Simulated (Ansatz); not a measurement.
Consider interstitial P in zinc-blende GaP, charge state -1. These are PBE, PAW (plane waves to 420 eV; Ansatz, a first-principles code) values and carry that method's errors.

Cell of 64 host sites held at the relaxed PBE lattice; one k-point at (0.250, 0.250, 0.250); Fermi-Dirac width 0.01 eV, spin-restricted; finite-size errors left in. Static, classical nuclei. The charge state is imposed; whether it is stable for some Fermi level was not computed. Sites that were not tried may lie lower. The order of the sites in energy changes with the mesh.

Barriers: single points on a 2×2×2 k-point mesh shifted by half a step at the bands' geometries (they differ from the bands' own by up to 0.05 eV, and are uncertain by about as much).

The step: a direct jump of one P atom (a rearrangement that moves the defect's centre by under 1 Å). Atoms about the jump, Cartesian Å from the middle of the jump, before and after:

```json
[
 {"atom": "P1", "x0": "-0.50", "y0": "-0.58", "z0": "0.00", "x1": "0.50", "y1": "0.58", "z1": "0.00"},
 {"atom": "P2", "x0": "0.55", "y0": "-0.68", "z0": "1.86", "x1": "0.51", "y1": "-0.67", "z1": "1.80"},
 {"atom": "Ga3", "x0": "-1.40", "y0": "1.43", "z0": "-0.58", "x1": "-1.51", "y1": "1.38", "z1": "-0.61"},
 {"atom": "Ga4", "x0": "1.47", "y0": "-1.52", "z0": "-0.76", "x1": "1.44", "y1": "-1.46", "z1": "-0.66"},
 {"atom": "Ga5", "x0": "1.46", "y0": "1.33", "z0": "2.48", "x1": "1.49", "y1": "1.28", "z1": "2.60"},
 {"atom": "P6", "x0": "0.07", "y0": "2.73", "z0": "-1.85", "x1": "0.02", "y1": "2.74", "z1": "-1.90"},
 {"atom": "P7", "x0": "-2.78", "y0": "-0.04", "z0": "-1.89", "x1": "-2.80", "y1": "-0.12", "z1": "-1.85"},
 {"atom": "Ga8", "x0": "-1.41", "y0": "-1.55", "z0": "2.69", "x1": "-1.47", "y1": "-1.53", "z1": "2.47"},
 {"atom": "P9", "x0": "2.87", "y0": "-0.06", "z0": "-1.91", "x1": "2.91", "y1": "-0.10", "z1": "-1.93"},
 {"atom": "P10", "x0": "0.05", "y0": "-2.98", "z0": "-1.96", "x1": "0.00", "y1": "-2.89", "z1": "-1.85"},
 {"atom": "Ga11", "x0": "1.42", "y0": "1.31", "z0": "-3.21", "x1": "1.43", "y1": "1.30", "z1": "-3.19"},
 {"atom": "Ga12", "x0": "-1.36", "y0": "-1.47", "z0": "-3.19", "x1": "-1.36", "y1": "-1.47", "z1": "-3.20"},
 {"atom": "P13", "x0": "2.76", "y0": "2.64", "z0": "0.96", "x1": "2.76", "y1": "2.62", "z1": "1.02"},
 {"atom": "P14", "x0": "2.74", "y0": "-2.77", "z0": "0.90", "x1": "2.76", "y1": "-2.79", "z1": "0.90"},
 {"atom": "P15", "x0": "-2.65", "y0": "-2.77", "z0": "1.01", "x1": "-2.74", "y1": "-2.84", "z1": "0.96"}
]
```

Q: Predict the transition state.

A: 
```tsv
atom	x	y	z
P1	0.04	-0.05	-0.03
P2	0.52	-0.66	1.92
Ga3	-1.50	1.48	-0.60
Ga4	1.55	-1.58	-0.77
Ga5	1.47	1.32	2.58
P6	0.02	2.73	-1.88
P7	-2.78	-0.05	-1.86
Ga8	-1.46	-1.54	2.60
P9	2.91	-0.09	-1.95
P10	0.04	-2.95	-1.92
Ga11	1.42	1.30	-3.19
Ga12	-1.35	-1.45	-3.17
P13	2.73	2.60	0.98
P14	2.76	-2.78	0.93
P15	-2.68	-2.79	0.97
```
It lies 0.40 eV above the start and 0.39 eV above the end. The program found a first-order saddle point.
